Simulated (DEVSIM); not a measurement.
System: Schottky contact on n-type Si, at 300 K.

| layer (left to right) | material | thickness (μm) | Nd (cm⁻³) | τn (s) | τp (s) |
|---|---|---|---|---|---|
| 1 | Si | 1.10 | 7.4e16 | 0.00059 | 0.00059 |

Left contact: Schottky, work function 4.53 eV, emission velocity 2.8e6 cm/s. Right contact: ohmic. Voltage is applied to the left contact. Recombination: SRH at mid-gap. Mobility is constant in doping. Where it depends on doping, it is μmin + (μ − μmin)/(1 + (N/Nref)^α).

This is a model device: material constants are rounded textbook-type values typed into the input, and sizes, dopings and lifetimes were drawn at random. Values at 300 K; Nc and Nv go as T^1.5, mobilities as T to minus their exponent, the gap by Varshni's rule with the affinity fixed. The table also holds parameters that only a changed run uses.

```tsv
parameter	Si
gap (eV)	1.124
affinity (eV)	4.05
permittivity	11.7
Nc (cm⁻³)	2.86e19
Nv (cm⁻³)	3.1e19
μn (cm²/Vs)	1417
μp (cm²/Vs)	470
μn,min	52
μp,min	45
Nref,n	9.7e16
Nref,p	2.2e17
αn	0.68
αp	0.72
T exponent of μn	2.3
T exponent of μp	2.2
Cn (cm⁶/s)	2.8e-31
Cp (cm⁶/s)	9.9e-32
Varshni α (eV/K)	0.000473
Varshni β (K)	636
```

DEVSIM, 1D drift-diffusion, Boltzmann statistics, complete ionisation; no tunnelling, impact ionisation, image-force lowering or self-heating. Metal contacts follow the ideal Schottky-Mott rule: no Fermi-level pinning, no interface dipoles.

Base results: largest field in the device at zero bias (V/cm) 82000; potential step across the device at zero bias (V) 0.326; dark forward voltage at 100 A/cm² (V) 0.178.

What follows from this one change: temperature 300 → 400 K?

largest field in the device at zero bias 82000 → 71000 V/cm; potential step across the device at zero bias 0.326 → 0.260 V; dark forward voltage at 100 A/cm² 0.178 → 0.070 V.

What follows from this one change: metal work function 4.53 → 4.68 eV?

largest field in the device at zero bias 82000 → 100000 V/cm; potential step across the device at zero bias 0.326 → 0.476 V; dark forward voltage at 100 A/cm² 0.178 → 0.328 V.

What follows from this one change: doping Nd of layer 1 7.4e+16 → 2.2e+16 cm^-3?

largest field in the device at zero bias 82000 → 43000 V/cm; potential step across the device at zero bias 0.326 → 0.295 V; dark forward voltage at 100 A/cm² little changed (0.181 V).
